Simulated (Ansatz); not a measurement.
CdS (model structure, started from the BeO type, P4₂/mnm, No. 136, 8 atoms in the cell), treated with r²SCAN+rVV10 (plane waves, PAW; Ansatz, an electronic-structure program).

Run with plane-wave cutoff 560 eV, 6×6×10 k mesh (along the axes of the cell as run), Fermi–Dirac smearing 0.01 eV, scalar-relativistic PAW data made under PBE.

Cell (relaxed at this level):

```
CdS
1.0
    7.07555     0.00000     0.00000
    0.00000     7.07555     0.00000
    0.00000     0.00000     4.19676
Cd S
4 4
Direct
  0.32170   0.67830   0.00000
  0.67830   0.32170   0.00000
  0.82170   0.82170   0.50000
  0.17830   0.17830   0.50000
  0.31471   0.31471   0.00000
  0.68529   0.68529   0.00000
  0.18529   0.81471   0.50000
  0.81471   0.18529   0.50000
```

Q: Estimate the band gap that the calculation returns.

A: 
band gap: 1.70 eV (on the SCF k mesh)

Note: the relaxation could raise the start's symmetry but not lower it, so the cell can be a saddle point.

Spin–orbit coupling is not included.

The computed numbers hold no vibrational or temperature effects.

Computing time: very roughly 18 core-minutes.

A model structure was made by putting elements into a prototype or built by hand; it is no filed structure, need not be a known phase, and can be a saddle point held by its symmetry.
